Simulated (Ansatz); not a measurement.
An ideal cubic perovskite cell is held by its symmetry; such compounds can tilt or shift off centre at room temperature. The starting structures come from a database of crystals and need not be the phases stable at ambient conditions.

 Where the default PAW files enter, the runs use the earlier of Ansatz's two default sets.

```
CELL_PARAMETERS angstrom
      4.86172     0.00000     0.00000
      0.00000     4.86172     0.00000
      0.00000     0.00000     4.86172
ATOMIC_POSITIONS crystal
  Rb 0.00000 0.00000 0.00000
  Pb 0.50000 0.50000 0.50000
  F  0.00000 0.50000 0.50000
  F  0.50000 0.00000 0.50000
  F  0.50000 0.50000 0.00000
```

Space group of this cell: Pm-3m, cubic perovskite. The cell is taken as given; by PBEsol its mean pressure is -1.8 GPa.

Transport runs along the normal of the first two printed cell vectors, the (001) plane of the conventional cell.

The gap is the functional's own. No spin-orbit coupling. Mid-gap values are interpolated on the energy grid.

Problem. Give the band gap and the smallest decay constant κ at mid-gap that Ansatz (a quantum-chemistry and plane-wave program) with PBEsol yields.

Solution. Gap 2.98 eV on a 6×6×6 mesh; κ = 0.217 1/Å, at (0.500, 0.500) of the in-plane reciprocal vectors. At the zone centre, at the nearest computed energy, the slowest state has κ = 0.28 1/Å.
